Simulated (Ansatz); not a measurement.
Input:

```yaml
crystal:
  lattice:
    - [2.96546, -0.00631, -0.03715]
    - [-1.48820, 2.52072, 0.01603]
    - [-0.05870, -0.00464, 4.57665]
  atoms:
    - { symbol: Ti, position: [0.33090, 0.65871, 0.75000] }
    - { symbol: Ti, position: [0.66910, 0.34129, 0.25000] }
```

No spin polarisation.

All numbers come from r2SCAN (Ansatz, a quantum-chemistry and plane-wave program; PAW; 500 eV plane waves; no SOC). k-mesh 23×23×13 (Γ-centred); smearing 0.1 eV (Fermi–Dirac).

Task: Estimate the space group.

Result: P-1 (No. 2).

Task: Predict the band gap.

Result: Zero.

Task: What pressure (mean of the normal stresses, compression positive) does the calculation give?

Result: 1.7 GPa.

The cells carry an imposed strain or load. Stability against distortions was not tested. The final runs are not spin-polarised. The cell was made from Ti in the hcp (Mg type) structure (space group P6_3/mmc, No. 194) by this change: strain tensor (xx, yy, zz, yz, xz, xy) = (+0.99, −1.00, −1.37, −0.10, −1.27, −0.22) %.
